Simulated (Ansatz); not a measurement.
Si on the W site in tetragonal WSi2 (start: the W site; 54-site cell, 4×4×4 shifted sampling), charge 0. Level of theory: PBE, PAW (plane waves to 420 eV; Ansatz, a first-principles code).

total energy of the defect cell: -200080.4861 eV
total energy of the perfect cell: -209834.2811 eV
μ(W) in bcc W, atoms added −1: -10384.8208 eV
μ(Si) in silicon, atoms added +1: -635.8098 eV
Δμ(W), W-rich: 0.000 eV
Δμ(Si), W-rich: -0.510 eV

Problem. Work out the formation energy.

Solution. E_f = E(defect) − E(perfect) − Σ n μ = 9753.795 − (9748.501) = 5.29 eV.
